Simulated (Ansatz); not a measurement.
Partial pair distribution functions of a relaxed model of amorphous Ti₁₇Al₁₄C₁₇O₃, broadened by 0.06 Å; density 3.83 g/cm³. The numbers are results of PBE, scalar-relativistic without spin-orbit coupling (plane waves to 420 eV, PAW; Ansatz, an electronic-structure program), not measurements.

It comes from a melt-quench run on a machine-learned potential (CHGNet), relaxed afterwards by DFT. O atoms were pushed apart under 1.9 Å during the dynamics, to hinder bonds among them. The hot cell started wider than the set density and was brought back towards it in steps. It is the lowest in DFT energy of 2 quenches. It is a model cell: composition and starting density were chosen by hand, and all elements were melted together. No dispersion term was used. Its density started from a set value of 3.92 and ended at 3.83 g/cm³. Cooling (nominally 260 K/ps over its main leg) ran many orders faster than in experiment, which tends to leave more defects and strain. Values belong to this one cell and scatter from quench to quench. The volume was free in the relaxation, at fixed shape. Stress components on the final sampling reach 3.4 GPa. On a 2×2×2 Γ-centred mesh force components of up to 0.22 eV/Å stay, since the relaxation ran on one k-point at (1/4, 1/4, 1/4).

```json
[
 {"r (Å)": "1.20", "g Ti-C": "0.00", "g Ti-Ti": "0.00", "g Al-Al": "0.00", "g C-C": "0.00"},
 {"r (Å)": "1.30", "g Ti-C": "0.00", "g Ti-Ti": "0.00", "g Al-Al": "0.00", "g C-C": "0.28"},
 {"r (Å)": "1.40", "g Ti-C": "0.00", "g Ti-Ti": "0.00", "g Al-Al": "0.00", "g C-C": "2.61"},
 {"r (Å)": "1.50", "g Ti-C": "0.00", "g Ti-Ti": "0.00", "g Al-Al": "0.00", "g C-C": "3.22"},
 {"r (Å)": "1.60", "g Ti-C": "0.00", "g Ti-Ti": "0.00", "g Al-Al": "0.00", "g C-C": "0.37"},
 {"r (Å)": "1.70", "g Ti-C": "0.00", "g Ti-Ti": "0.00", "g Al-Al": "0.00", "g C-C": "0.00"},
 {"r (Å)": "1.80", "g Ti-C": "0.00", "g Ti-Ti": "0.00", "g Al-Al": "0.00", "g C-C": "0.00"},
 {"r (Å)": "1.90", "g Ti-C": "0.07", "g Ti-Ti": "0.00", "g Al-Al": "0.00", "g C-C": "0.00"},
 {"r (Å)": "2.00", "g Ti-C": "1.98", "g Ti-Ti": "0.00", "g Al-Al": "0.00", "g C-C": "0.00"},
 {"r (Å)": "2.10", "g Ti-C": "6.35", "g Ti-Ti": "0.00", "g Al-Al": "0.00", "g C-C": "0.00"},
 {"r (Å)": "2.20", "g Ti-C": "7.27", "g Ti-Ti": "0.00", "g Al-Al": "0.00", "g C-C": "0.00"},
 {"r (Å)": "2.30", "g Ti-C": "4.96", "g Ti-Ti": "0.00", "g Al-Al": "0.00", "g C-C": "0.00"},
 {"r (Å)": "2.40", "g Ti-C": "1.72", "g Ti-Ti": "0.00", "g Al-Al": "0.07", "g C-C": "0.00"},
 {"r (Å)": "2.50", "g Ti-C": "0.66", "g Ti-Ti": "0.05", "g Al-Al": "0.73", "g C-C": "0.00"},
 {"r (Å)": "2.60", "g Ti-C": "0.47", "g Ti-Ti": "0.46", "g Al-Al": "2.87", "g C-C": "0.08"},
 {"r (Å)": "2.70", "g Ti-C": "0.45", "g Ti-Ti": "1.71", "g Al-Al": "4.56", "g C-C": "0.84"},
 {"r (Å)": "2.80", "g Ti-C": "0.10", "g Ti-Ti": "3.06", "g Al-Al": "2.23", "g C-C": "0.90"},
 {"r (Å)": "2.90", "g Ti-C": "0.00", "g Ti-Ti": "2.98", "g Al-Al": "1.74", "g C-C": "0.80"},
 {"r (Å)": "3.00", "g Ti-C": "0.03", "g Ti-Ti": "2.75", "g Al-Al": "1.16", "g C-C": "1.80"},
 {"r (Å)": "3.10", "g Ti-C": "0.28", "g Ti-Ti": "2.43", "g Al-Al": "1.48", "g C-C": "2.68"},
 {"r (Å)": "3.20", "g Ti-C": "0.27", "g Ti-Ti": "1.85", "g Al-Al": "1.63", "g C-C": "2.64"},
 {"r (Å)": "3.30", "g Ti-C": "0.38", "g Ti-Ti": "1.10", "g Al-Al": "0.55", "g C-C": "2.17"},
 {"r (Å)": "3.40", "g Ti-C": "0.73", "g Ti-Ti": "0.60", "g Al-Al": "0.67", "g C-C": "1.41"},
 {"r (Å)": "3.50", "g Ti-C": "0.77", "g Ti-Ti": "0.73", "g Al-Al": "1.41", "g C-C": "1.26"},
 {"r (Å)": "3.60", "g Ti-C": "0.44", "g Ti-Ti": "1.15", "g Al-Al": "0.70", "g C-C": "1.69"},
 {"r (Å)": "3.70", "g Ti-C": "0.72", "g Ti-Ti": "0.70", "g Al-Al": "0.27", "g C-C": "1.32"},
 {"r (Å)": "3.80", "g Ti-C": "0.67", "g Ti-Ti": "0.11", "g Al-Al": "0.30", "g C-C": "1.19"},
 {"r (Å)": "3.90", "g Ti-C": "0.52", "g Ti-Ti": "0.12", "g Al-Al": "0.56", "g C-C": "1.24"},
 {"r (Å)": "4.00", "g Ti-C": "0.74", "g Ti-Ti": "0.45", "g Al-Al": "0.65", "g C-C": "1.19"},
 {"r (Å)": "4.10", "g Ti-C": "1.00", "g Ti-Ti": "0.82", "g Al-Al": "0.83", "g C-C": "0.80"},
 {"r (Å)": "4.20", "g Ti-C": "1.38", "g Ti-Ti": "0.71", "g Al-Al": "0.70", "g C-C": "0.52"},
 {"r (Å)": "4.30", "g Ti-C": "1.14", "g Ti-Ti": "0.99", "g Al-Al": "0.32", "g C-C": "0.77"}
]
```

Within 2.40 Å each Ti has 3.59 C neighbours on average.
